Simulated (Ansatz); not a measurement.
Zr (P6_3/mmc), LDA, DFPT electron-phonon coupling, linearised Boltzmann equation in Ansatz (a program for electronic structure). Condition of this run: functional LDA. Phonon-limited resistivity 46.3 μΩ·cm at 300 K along z (a = (3.15, 0.00, 0.00) Å; b = (-1.57, 2.73, 0.00) Å; c = (0.00, 0.00, 5.08) Å), 60.9 μΩ·cm at 400 K, current-weighted mean free path 2.5 nm, Drude plasma energy 4.70 eV.

Problem. Estimate the electronic thermal conductivity at 300 K by the Wiedemann-Franz law (L₀ = 2.44×10⁻⁸ W·Ω/K²).

Solution. L₀T/ρ = 2.44×10⁻⁸ × 300/(46.3×10⁻⁸) = 15.8 W/(m·K). Inelastic scattering puts the true Lorenz number somewhat under L₀ near and below the Debye temperature.

Problem. What Drude relaxation time do resistivity and plasma energy imply?

Solution. ω_p = 7.14e15 s⁻¹, so τ = 1/(ε₀ ω_p² ρ) = 4.78 fs, a damping ħ/τ of 138 meV.

Problem. What is the classical skin depth at 10 GHz (nonmagnetic, μ₀ = 1.257×10⁻⁶ H/m)?

Solution. δ = √(ρ/(π f μ₀)) = 3420 nm.

A metal at this level (no band gap). Only scattering by harmonic phonons is included (no impurities, grain boundaries, electron-electron scattering or thermal expansion). Spin-orbit coupling is left out. The run warned that the eigensolver left some states short of its tolerance. Halving the electron mesh (32x32x16) moves the resistivity by up to 7 % at 300 K, the mean free path by up to 5 %. Smearing 0.20 eV; phonons on a 5x5x3 q mesh, which this run doesn't test.
